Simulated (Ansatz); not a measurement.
## A computed series for hypothetical P-6m2 GaN: pressure series

Consider GaN (space group P-6m2, No. 187; a hypothetical phase, not in the database extracts checked).

```yaml
crystal:
  lattice:
    - [2.93978, 0.00000, 0.00000]
    - [-1.46989, 2.54592, 0.00000]
    - [0.00000, 0.00000, 2.65533]
  atoms:
    - { symbol: Ga, position: [0.00000, 0.00000, 0.00000] }
    - { symbol: N, position: [0.33333, 0.66667, 0.50000] }
```

Cell and atoms are relaxed at each pressure.

Level of theory: Kohn–Sham DFT with the PBEsol functional, run in Ansatz (a first-principles code) with PAW and 420 eV plane waves, no spin-orbit coupling.

Notes on the quantities. enthalpy: H = E + PV relative to the base's energy.

```
case                   enthalpy  volume per atom
----------------  -------------  ---------------
base                          –          9.94 Å³
pressure −2 GPa   -0.12 eV/atom         10.04 Å³
pressure −1 GPa   -0.06 eV/atom          9.99 Å³
pressure 0.3 GPa  +0.02 eV/atom          9.92 Å³
pressure 0.7 GPa  +0.04 eV/atom          9.90 Å³
pressure 1.5 GPa  +0.09 eV/atom          9.86 Å³
pressure 3 GPa    +0.18 eV/atom          9.79 Å³
pressure 5 GPa    +0.31 eV/atom          9.69 Å³
pressure 7.5 GPa  +0.46 eV/atom          9.58 Å³
pressure 10 GPa   +0.61 eV/atom          9.48 Å³
```

Load acts through the strain it causes; cell and atoms are relaxed under it. No phonon test of stability was made. Competing high-pressure phases were not computed. The final runs are not spin-polarised.
